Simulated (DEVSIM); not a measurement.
Structure: Schottky contact on n-type Si, at 300 K.

Layer 1 from the left is Si, thickness (μm) 0.640, Nd (cm⁻³) 1.5e16, τn (s) 0.00056, τp (s) 0.00056. Layer 2 from the left is Si, thickness (μm) 8.70, Nd (cm⁻³) 2e18, τn (s) 0.00056, τp (s) 0.00056.

Left contact: Schottky, work function 4.75 eV, emission velocity 2.5e6 cm/s. Right contact: ohmic. Voltage is applied to the left contact. Recombination: SRH at mid-gap, radiative, Auger. Mobility is constant in doping.

This is a model device: material constants are rounded textbook-type values typed into the input, and sizes, dopings and lifetimes were drawn at random. Values at 300 K.

Si: gap (eV) 1.124, affinity (eV) 4.05, permittivity 11.7, Nc (cm⁻³) 2.86e19, Nv (cm⁻³) 3.1e19, μn (cm²/Vs) 1417, μp (cm²/Vs) 470, B (cm³/s) 4.7e-15, Cn (cm⁶/s) 2.8e-31, Cp (cm⁶/s) 9.9e-32.

Model (solved in DEVSIM): 1D drift-diffusion, Boltzmann statistics, complete ionisation; no tunnelling, impact ionisation, image-force lowering or self-heating. Metal contacts follow the ideal Schottky-Mott rule: no Fermi-level pinning, no interface dipoles.

Dark forward current:

| |V| (V) | |J| (A/cm²) |
|---|---|
| 0.05 | 0.0001133 |
| 0.10 | 0.0008948 |
| 0.15 | 0.006282 |
| 0.20 | 0.04338 |
| 0.25 | 0.2984 |
| 0.30 | 2.044 |
| 0.35 | 13.83 |
| 0.40 | 88.56 |
| 0.45 | 455.1 |
| 0.50 | 1474 |
| 0.55 | 3118 |

Problem. Work out the local ideality factor n = ΔV / (kT/q · ln(J2/J1)) between the rows 0.15 and 0.20 V, 0.50 and 0.55 V.

Solution. kT/q = 25.85 mV. From 0.15 to 0.20 V: ln(0.04338/0.006282) = 1.932, n = 1.00, near the 1 of diffusion or emission over a barrier. From 0.50 to 0.55 V: ln(3118/1474) = 0.749, n = 2.58; the layers' resistance at their doping, Σ W/(qμN) = 2.1e-5 Ω cm², would take 34 mV of this step of 50 mV.

Problem. Estimate the current at 0.25 V for emission alone, J0 = q v N_band exp(−φB/kT), and read the barrier back from the simulated current.

Solution. φB = 0.700 eV, N_band = 2.86e19 cm⁻³, J0 = 1.99e-5 A/cm²; J = J0 (exp(qV/kT) − 1) = 0.315 A/cm². The simulation gives 0.298 A/cm²; the estimate lies 5.7 % above. Read backwards, the simulated current gives an apparent barrier of 0.701 eV. The estimate leaves out transport through the depletion region and minority injection.
